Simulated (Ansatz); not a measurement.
**CoSi under a change: Co → Hg**

Base system: CoSi (space group P2_13, No. 198; a = 4.3831 Å; non-magnetic).

Now apply this change: full substitution Co → Hg; the structure is relaxed again.

Method: r2SCAN in Ansatz (plane waves to 500 eV, PAW, spin-orbit coupling left out). k-mesh 15×15×15 (Γ-centred); smearing 0.05 eV (Fermi–Dirac), for the changed cell.

| quantity | base | changed | shift |
|---|---|---|---|
| volume per atom | 10.53 Å³ | 20.65 Å³ | +10.127 Å³ |
| space group | P2_13 (No. 198) | Fm-3m (No. 225) | – |
| shortest interatomic distance | 2.292 Å | 2.744 Å | +0.4512 Å |
| band gap | zero | zero | – |

Cost of the whole job for the changed cell (relaxation, final SCF and bands): about 3 core-minutes (a rough figure).

No phonon test of stability was made. As relaxed here, HgSi is a hypothetical phase, not in the database extracts checked. Starting moments died away, wholly or in part, for the base; another magnetic solution may exist. All final runs are without spin polarisation. A zero or small gap of CoSi can be the functional's error rather than a property of the material.

Ansatz is a program for electronic structure.
